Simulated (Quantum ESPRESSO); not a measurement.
Effort and miss along a sweep of conv_thr: SnO (Cmce, 8 atoms in the cell)

Cell: a = 3.8213 Å, b = 3.8213 Å, c = 10.0901 Å, α = 90.00°, β = 90.00°, γ = 90.02°.

Level of theory: PBEsol, GBRV 1.5 ultrasoft (PBESOL) pseudopotentials (plane waves; Quantum ESPRESSO).

Base settings: ecutwfc = 40 Ry; ecutrho = 200 Ry; occupations = smearing; smearing = marzari-vanderbilt; degauss = 0.0147 Ry; potentials = {Sn: sn_pbesol_v1.4.uspp.F.UPF, O: o_pbesol_v1.2.uspp.F.UPF}; K_POINTS = automatic 5 5 2 0 0 0; conv_thr = 1e-10 Ry; mixing_beta = 0.7.

Misses are taken against the tightest run, 7.3e-14 Ry, which need not be fully converged itself. The energy is the free energy per atom.

The count of work is k-points × plane waves × bands × iterations; it is no time, and leaves out set-up, grids and terms that scale otherwise. Core times come from one kind of shared machine and are given to one figure; runs under 30 s give none.

The starting cell comes from a database of computed structures (which also holds hypothetical and non-ambient phases and stackings), without a prior relaxation at this level. Its lattice was rescaled by a random factor within 2.5 % of one.

```
conv_thr    energy less reference (meV/atom)  pressure less reference (GPa)  largest difference in the force on any atom (eV/Å)  count of work / reference  core time / reference (rough)
----------  --------------------------------  -----------------------------  --------------------------------------------------  -------------------------  -----------------------------
0.0073 Ry                               7.13                           9.58                                               0.776                       0.22                              –
0.00073 Ry                              0.02                          -2.77                                               0.138                       0.33                              –
7.3e-05 Ry                              0.02                          -2.77                                               0.138                       0.33                              –
7.3e-06 Ry                              0.01                          -0.07                                               0.029                       0.44                            0.5
7.3e-07 Ry                             -0.01                           0.12                                               0.003                       0.50                            0.6
7.3e-08 Ry                              0.00                           0.03                                               0.002                       0.56                            0.6
7.3e-10 Ry                              0.00                          -0.01                                               0.000                       0.61                            0.7
1e-10 Ry                                0.00                           0.00                                               0.001                       0.67                            0.8
7.3e-12 Ry                              0.00                           0.00                                               0.000                       0.72                            0.8
7.3e-14 Ry                              0.00                           0.00                                               0.000                        1.0                              1
```

Coarsest setting among those run that, with all tighter ones, holds the energy within 1 meV/atom of the reference: 0.00073 Ry, off by 0.02 meV/atom; it needs 0.33 of the reference's count of work.
